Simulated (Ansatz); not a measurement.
```xyz
3
Lattice="0.0179 3.1432 3.1432 3.1432 0.0179 3.1432 3.1612 3.1612 0.0000" Properties=species:S:1:pos:R:3 pbc="T T T"
Mg     1.5806     1.5806     1.5683
Mg     4.7417     4.7417     4.7182
Ge     0.0000     0.0000     0.0000
```

No spin polarisation.

Computed with LDA (Ansatz, an electronic-structure program; PAW; 420 eV plane waves; no SOC). Settings: 13×13×13 k-points, 0.05 eV Fermi–Dirac smearing.

### Question
Predict the stress (xx, yy, zz, yz, xz, xy; compression positive).

### Answer
(0.01, 0.01, 0.00, 0.00, 0.00, -0.53) GPa.

### Question
What is the computed valence-band top at Γ (three highest levels, from the VBM)?

### Answer
0.00, -0.04, -0.07 eV.

### Question
What is the computed smallest direct gap?

### Answer
1.12 eV.

The cells carry an imposed strain or load. Stability against distortions was not tested. The cell was made from Mg2Ge in the anti-fluorite structure (space group Fm-3m, No. 225) by this change: tensor shear ε_xy = +0.57 %. The zero or small gap of Mg2Ge can change with the level of theory.
